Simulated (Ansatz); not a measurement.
## A computed series for GaN: pressure series

Start from GaN in the zinc blende structure (space group F-43m, No. 216; a = 4.549 Å).

Cell and atoms are relaxed at each pressure.

The values are results of PBE (Ansatz, an electronic-structure program; PAW; 420 eV plane waves; without spin-orbit coupling), not measurements.

Notes on the quantities. enthalpy: H = E + PV relative to the base's energy.

| case | enthalpy | band gap | density | width of the top valence band |
|---|---|---|---|---|
| base | – | 1.54 eV | 5.91 g/cm³ | 3.50 eV |
| pressure −2 GPa | -0.15 eV/atom | 1.46 eV | 5.84 g/cm³ | 3.45 eV |
| pressure −1 GPa | -0.07 eV/atom | 1.50 eV | 5.88 g/cm³ | 3.48 eV |
| pressure 0.3 GPa | +0.02 eV/atom | 1.55 eV | 5.92 g/cm³ | 3.51 eV |
| pressure 0.7 GPa | +0.05 eV/atom | 1.57 eV | 5.93 g/cm³ | 3.52 eV |
| pressure 1.5 GPa | +0.11 eV/atom | 1.59 eV | 5.96 g/cm³ | 3.54 eV |
| pressure 3 GPa | +0.22 eV/atom | 1.65 eV | 6.01 g/cm³ | 3.58 eV |
| pressure 5 GPa | +0.36 eV/atom | 1.72 eV | 6.07 g/cm³ | 3.64 eV |
| pressure 7.5 GPa | +0.54 eV/atom | 1.80 eV | 6.15 g/cm³ | 3.70 eV |
| pressure 10 GPa | +0.71 eV/atom | 1.87 eV | 6.22 g/cm³ | 3.76 eV |

Load acts through the strain it causes; cell and atoms are relaxed under it. No phonon test of stability was made. Tetrahedral semiconductors of this kind turn to denser phases somewhere between about 1 and 50 GPa; those were not computed, so compressed cells here can lie past the real transition. This is not the structure that GaN has at room temperature and ambient pressure.
